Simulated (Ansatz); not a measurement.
## Response to strain in InP

Base system: InP in the zinc blende structure (space group F-43m, No. 216; a = 5.907 Å). Axes: x, y, z lie along the cube axes.

Strains are applied to the cell and any free atomic positions relax.

The values are results of Ansatz (a program for electronic structure), r2SCAN, PAW, cutoff 500 eV, spin-orbit coupling left out, not measurements.

Candidates:
(a) tensor shear ε_xy = +1.43 %
(b) tensor shear ε_xy = +1.71 %
(c) tensor shear ε_xy = +2.00 %
(d) tensor shear ε_xy = +1.14 %

Before the change:

The band gap is 1.03 eV.

### Question
Order them by band gap, lowest first.

### Answer
(c) tensor shear ε_xy = +2.00 % (0.86 eV), (b) tensor shear ε_xy = +1.71 % (0.89 eV), (a) tensor shear ε_xy = +1.43 % (0.92 eV), (d) tensor shear ε_xy = +1.14 % (0.94 eV)

Stability against distortions was not tested.
